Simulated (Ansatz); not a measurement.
ZrO2: pressure series

Consider ZrO2 (space group P4_2/nmc, No. 137; a = 3.6210 Å, c = 5.2828 Å).

Cell and atoms are relaxed at each pressure.

The values are results of PBE/PAW in Ansatz (a first-principles code), scalar-relativistic without spin-orbit coupling, not measurements.

```json
[
 {"P (GPa)": "-2.00", "V (Å³/atom)": "11.700"},
 {"P (GPa)": "-1.00", "V (Å³/atom)": "11.621"},
 {"P (GPa)": "0.90", "V (Å³/atom)": "11.480"},
 {"P (GPa)": "2.10", "V (Å³/atom)": "11.397"},
 {"P (GPa)": "4.49", "V (Å³/atom)": "11.243"},
 {"P (GPa)": "8.99", "V (Å³/atom)": "10.987"},
 {"P (GPa)": "14.99", "V (Å³/atom)": "10.696"},
 {"P (GPa)": "29.99", "V (Å³/atom)": "10.125"}
]
```

A third-order Birch–Murnaghan fit to these points gives V₀ = 11.55 Å³/atom, B₀ = 158 GPa and B₀′ = 5.7. At pressure 30 GPa the volume is 87.7 % of V₀.

Load acts through the strain it causes; cell and atoms are relaxed under it. Stability against distortions was not tested. Competing high-pressure phases were not computed. This is not the structure that ZrO2 has at room temperature and ambient pressure.
